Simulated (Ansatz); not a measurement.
Input and output of a self-consistent single point for IrRh3 (I4mm, 4 atoms in the cell) (Ansatz, a first-principles code)

Computed with LDA (PW92), default PAW files made with PBE (plane waves; Ansatz).

The input file:

Ansatz 0.2 input:
```yaml
crystal:
  lattice:
    - [-1.912500, 1.912500, 3.830943]
    - [1.912500, -1.912500, 3.830943]
    - [1.912500, 1.912500, -3.830943]
  atoms:
    - { symbol: Ir, position: [0.006526, 0.006526, 0.000000] }
    - { symbol: Rh, position: [0.750000, 0.250000, 0.500000] }
    - { symbol: Rh, position: [0.250000, 0.750000, 0.500000] }
    - { symbol: Rh, position: [0.500000, 0.500000, 0.000000] }
basis:
  ecutwfc: 420.0
kpoints:
  mp_grid: { grid: [8, 8, 8] }
hamiltonian:
  xc: lda
  pseudopotentials: { kind: paw }
scf:
  occupations: { method: fermi_dirac, width: 0.1 }
output:
  forces: true
  eigenvalues: true
  stress: true
```

The program printed (abridged):

```
WARN ansatz: RAYON_NUM_THREADS=1 ignored (pool sized by the plan → 1); use --threads N
Pseudopotentials: kind: paw
Pseudopotential: Ir, paw, valence charge 17
Pseudopotential: Rh, paw, valence charge 17
Crystal: 4 atoms, lattice volume = 56.049 Å³
Basis set: ecut = 420 eV, 1065 PW (Γ)
Bands: 41, of which v1, the nominal top of the filled ones, is band 34 counted from 1 (33 counted from 0)
Symmetry: 8 space group operations
Space group: I4mm (ITA 107), of the structure as read, at distance tolerance 3.8e-5 Å
k-points: 59 of 512 (time reversal used)
PAW frozen core: Ir, regenerated for the run's functional, and the local potential with it
PAW frozen core: Rh, regenerated for the run's functional, and the local potential with it
Initial density: superposition of atomic densities (neutral atoms: chi_scale 0, normalization atom), corrected by the library's trained network
Initial wavefunctions: pseudopotential atomic-orbital guess
Eigensolver: davidson
Functional: x = slater, c = lda
SCF iter   1: F=—  HF=-30499.374551 eV  |F-HF|=—  |Δ(HF+E_count)|=         —  Δρ=1.25e-2  dr2=9.43e-2  ethr=1.77e-3  ⟨swp⟩=5.5  Hψ=8089  notcnv=0
all-band conjugate gradients solve this SCF's bands
preconditioner: auto → Kerker (q_TF=auto, 2.818 Å⁻¹)
SCF iter   2: F=—  HF=-30499.367301 eV  |F-HF|=—  |Δ(HF+E_count)|=   7.25e-3  Δρ=5.92e-3  dr2=1.93e-2  ethr=1.39e-4  ⟨swp⟩=1.0  Hψ=2891  notcnv=0
SCF iter   3: F=—  HF=-30499.364391 eV  |F-HF|=—  |Δ(HF+E_count)|=   2.91e-3  Δρ=7.92e-4  dr2=1.74e-4  ethr=2.84e-5  ⟨swp⟩=1.1  Hψ=2480  notcnv=0
SCF iter   4: F=—  HF=-30499.364365 eV  |F-HF|=—  |Δ(HF+E_count)|=   2.63e-5  Δρ=1.09e-4  dr2=9.87e-6  ethr=2.55e-7  ⟨swp⟩=2.3  Hψ=3709  notcnv=0
SCF iter   5: F=—  HF=-30499.364359 eV  |F-HF|=—  |Δ(HF+E_count)|=   5.85e-6  Δρ=4.10e-5  dr2=7.61e-7  ethr=1.45e-8  ⟨swp⟩=2.6  Hψ=4535  notcnv=0
SCF iter   6: F=-30499.364359 eV  HF=-30499.364359 eV  |F-HF|=2.84e-8  |Δ(HF+E_count)|=   1.78e-7  Δρ=8.26e-6  dr2=4.35e-8  ethr=1.47e-10  ⟨swp⟩=4.8  Hψ=8438  notcnv=0
SCF 1 converged in 6 iterations: F = -30499.364359 eV  dr2 = 4.35e-8
SCF converged after 6 iterations
Free energy (F): -30499.364359 eV
Harris-Foulkes:  -30499.364359 eV  (|F-HF|=2.84e-8)
Internal energy: -30499.201157 eV  (E = F + TS)
E sigma→0 (E₀):  -30499.282758 eV
Entropy (-TS):   -0.163203 eV (-40.801 meV/atom)
Fermi energy:    22.558240 eV
--- Per-component energies (eV) ---
  E_band       = -378.583079
  E_kinetic    = 2341.397817
  E_local      = -5835.455531  (includes V_loc(G=0)·N_el)
  E_nonlocal   = 1160.299479
  E_hartree    = 2074.288477
  E_xc         = -927.643184
  E_vxc        = -1133.549666  (∫ρ·V_xc dr)
  E_paw        = -19344.393475  (= ΣΔE_a)
  E_vpaw       = -1059.851904  (= ΣTr[D̂ρ^β])
  E_aug_tail   = 0.002338  (compensation charges beyond the density's cutoff)
  E_ewald      = -9969.976126
  E_core_change = 2.279049  (= ΣΔE_core)
  E_smearing   = -0.163203  (= −TS)
  E_closure    = 0.000000  (closes the sum)
  Σ components = -30499.364359   (vs F -30499.364359, Δ=0.00e0)
--- Forces (eV/Å), atoms counted from 1 ---
  atom   1  Ir    -0.00000000    -0.00000000    -0.54732628
  atom   2  Rh     0.00000000     0.00000000     0.22707551
  atom   3  Rh    -0.00000000    -0.00000000     0.22707551
  atom   4  Rh    -0.00000000     0.00000000     0.09315553
  max |Σ_I F_I| component: 1.97e-5 eV/Å
--- Stress (GPa, compression-positive) ---
      -13.725163       0.000000      -0.000000
        0.000000     -13.725163       0.000000
       -0.000000      -0.000000     -13.826802
  P = ⅓ Tr σ = -13.7590 GPa (-137.590 kbar)
  The stress holds the Pulay correction. Without it, at fixed plane waves, as pw.x and ABINIT print it: P = -13.8403 GPa
--- Band table (eV; the first three rows and the last of 59) ---
  k-point 0: bands = ["-70.0086", "-56.1778", "-56.0888", "-56.0299", "-26.8120", "-26.7955", "-26.7955", "-24.2728", "-24.2369", "-24.2369", "-24.0651", "-24.0651", "-24.0571", "-23.8449", "-23.8449", "-23.8010", "13.7467", "15.9828", "16.3618", [...]
  k-point 1: bands = ["-70.0086", "-56.1709", "-56.0939", "-56.0317", "-26.8110", "-26.7992", "-26.7908", "-24.3043", "-24.1996", "-24.1848", "-24.1238", "-24.0788", "-23.9983", "-23.8957", "-23.8426", "-23.8087", "14.1641", "16.2499", "16.6689", [...]
  k-point 2: bands = ["-70.0085", "-56.1532", "-56.1063", "-56.0370", "-26.8089", "-26.8080", "-26.7878", "-24.3364", "-24.1771", "-24.1508", "-24.1281", "-24.0573", "-23.9883", "-23.9427", "-23.8395", "-23.8305", "15.2554", "16.8108", "17.2542", [...]
  k-point 58: bands = ["-70.0086", "-56.1594", "-56.0890", "-56.0488", "-26.8017", "-26.8017", "-26.7902", "-24.2855", "-24.2855", "-24.1341", "-24.0497", "-23.9773", "-23.9477", "-23.9477", "-23.9042", "-23.9042", "15.7614", "15.8969", "16.1576", [...]
```

The run converged in 6 iterations.

The starting cell comes from a database of computed structures (which also holds hypothetical and non-ambient phases and stackings), without a prior relaxation at this level. Its lattice was rescaled by up to half a per cent. One atom was moved a little off its site on purpose. Spin-orbit coupling is off. Spin polarisation is off. With a pressure of about -14 GPa the cell is away from its equilibrium volume at this level. Ansatz's pressure includes its estimate of the finite-basis (Pulay) stress.
